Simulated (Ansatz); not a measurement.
The reference is BN in the rock salt structure (space group Fm-3m, No. 225; a = 3.483 Å; a hypothetical phase, not in the database extracts checked).

It is then changed as follows: an isotropic linear strain of −3.04 %; the atoms relax in the strained cell.

Levels (all Ansatz, a first-principles code, PAW): PBEsol (420 eV, without spin-orbit coupling); r2SCAN (500 eV, without spin-orbit coupling); HSE06 (420 eV, spin-orbit coupling left out).

At the geometry relaxed with PBEsol, these levels gave the following band gaps, in shuffled order: (a) 3.10 eV, (b) 2.19 eV, (c) 2.04 eV.

Problem. Match each gap to its level.

Solution. (a) HSE06; (b) r2SCAN; (c) PBEsol.

Single points use the geometry relaxed with PBEsol. HSE06 was sampled on its mesh, a few special points and the semilocal edge points, so its gap is an upper bound. No phonon test of stability was made.
